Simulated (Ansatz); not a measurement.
## AuAl2: energy against volume

AuAl2 (fluorite, Fm-3m, 18.022 Å³/atom and stress up to 0.01 GPa in the relaxed cell, cube axes along x, y and z) under hydrostatic pressure, with the cell free. PBEsol in Ansatz, a plane-wave DFT program (PAW, default set), 420 eV, 13×13×13 Γ-centred mesh, Fermi-Dirac smearing 0.05 eV; ions are relaxed, or left where forces stay under 0.02 eV/Å, within the symmetry of each cell.

Here V stands for volume and E for E less E0.

```
volume (Å³/atom)  E less E0 (meV/atom)  pressure (GPa)
----------------  --------------------  --------------
18.3507                           2.11           -2.00
18.1821                           0.51           -1.00
18.0217                           0.00            0.00
17.8854                           0.38            0.89
17.7116                           1.98            2.09
17.3887                           8.57            4.49
16.8609                          30.57            8.99
16.2700                              ?               ?
```

The 7 complete rows are fitted with the third-order Birch-Murnaghan form, a cubic in V^(-2/3), E against V. With u = V^(-2/3) - 0.1469, the rows have u = -0.0031642, -0.0022770, -0.0014202, -0.0006820, 0.0002730, 0.0020894, 0.0051826. Least squares gives E = 1.393 + 1968.9·u + 698517·u² + 1516120·u³. Residuals (row less fit): 0.001, -0.004, -0.001, 0.005, -0.003, 0.000, 0.000; standard error 0.004 (degrees of freedom: 3). Its minimum lies at u = -0.0014159, so V0 = (0.1454841)^(-3/2) = 18.02. There d²E/du² = 1384000 and d³E/du³ = 9097000, so B0 = (4/9) × 18.02^(-7/3) × 1384000 × 0.160218 = 116 GPa (the last factor turns the table's units into GPa), and B0' = 4 + (2/3) × 0.1454841 × (9097000)/1384000 = 4.6. B0' rests on the cubic coefficient alone and has a standard error of 0.1 from these residuals.

Question: Estimate the missing E (V = 16.2700); what did the run itself give?

Answer: u = 0.0088429, so E = 1.393 + 1968.9 × 0.0088429 + 698517 × 0.0088429² + 1516120 × 0.0088429³ = 74.474 meV/atom. The calculation gives 74.45 meV/atom, 0.024 meV/atom below the prediction (0.0 % of the range of E in the table). The row lies outside the fitted rows, so this is an extrapolation. The scatter of the fitted rows lies at the last printed digit.

In a metal these values are sensitive to mesh and smearing; energies are taken to zero smearing, stresses follow the free energy. Spin-orbit coupling is left out, which can shift these values for the heavy elements here. Other structures, which can take over under pressure, weren't tried. The same form fitted to the pressure column gives B0' = 4.7; series where the two differ by over 0.4 aren't shown. Rows are the converged runs of the series near zero and its far end, less any whose ions stayed unrelaxed beside relaxed ones; series whose fitted rows scatter by over a few per cent of the range, as at a crossing or softening among them, aren't shown in this form.
